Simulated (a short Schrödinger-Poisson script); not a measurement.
System: MOS inversion layer, SiO2 on p-type Si(100), at 300 K.

From the gate side: 3.1 nm SiO2; 740 nm Si, acceptors 3.4e17 cm⁻³.

Constants are typed, rounded textbook-type inputs, not results; the design itself was drawn at random and stands for no fabricated device. SiO2: permittivity 3.9, conduction-band edge (eV) 3.15, gap (eV) 9, electron mass (mₑ) 0.5. Si: permittivity 11.7, conduction-band edge (eV) 0, gap (eV) 1.124, Nv at 300 K (cm⁻³) 3.1e19.

Channel valleys (confinement mass, in-plane density-of-states mass, number): Δ2 0.916, 0.19, 2; Δ4 0.19, 0.417, 4. At the gate the conduction-band edge of layer 1 lies 3.22 eV − eVg above the Fermi level of the channel; the field vanishes at the back. Gaps are held at their typed values at every temperature. Mesh 0.03 nm at interfaces.

Solved with a short Schrödinger-Poisson script written for these runs: 1D Poisson equation in equilibrium, electrons quantum, Hartree (BenDaniel-Duke, 12 states a valley, the channel's in-plane mass for all, wave functions free to enter the dielectric), parabolic valleys, classical holes, full ionisation, no traps, pinning or gate leakage.

```csv
Vg (V),electrons (cm⁻²),C (μF/cm²),Δ2 E0 (meV from the Fermi level),Δ4 E0 (meV from the Fermi level)
0.2,1.65e9,0.165,220.1,262.9
0.3,3.42e10,0.277,140.9,185.1
0.4,2.60e11,0.623,87.3,133.3
0.5,6.86e11,0.793,60.6,108.8
0.6,1.19e12,0.863,44.7,95.1
0.7,1.74e12,0.900,33.3,85.9
0.8,2.30e12,0.922,24.4,79.0
0.9,2.88e12,0.938,17.0,73.6
1,3.47e12,0.950,10.6,69.0
1.1,4.06e12,0.959,4.8,65.2
1.2,4.66e12,0.967,-0.3,61.8
1.3,5.27e12,0.973,-5.1,58.7
1.4,5.88e12,0.978,-9.5,55.9
1.5,6.49e12,0.983,-13.7,53.4
1.6,7.10e12,0.987,-17.7,51.0
1.7,7.72e12,0.990,-21.4,48.8
1.8,8.34e12,0.993,-25.0,46.7
```

Gate voltages with under 1e9 electrons/cm² are left out.

At Vg = 1.8 V the lowest Δ2 subband lies at -25.0 meV from the Fermi level. How many electrons does it hold, and what share of all?

The two-dimensional density of states is g m/(πħ²) = 1.59e11 cm⁻² meV⁻¹ (both spins), kT = 25.9 meV, so n = D kT ln(1 + exp(−E/kT)) = 5.29e12 cm⁻², 0.64 of the 8.34e12 cm⁻² in all.

Compare the slope of the sheet density between 1.6 and 1.8 V with the geometric capacitance of the layers between gate and channel.

q Δn/ΔV = 0.993 μF/cm²; ε0/Σ(t/ε) = 1.11 μF/cm². The ratio is 0.89: the channel acts as a further capacitance in series.
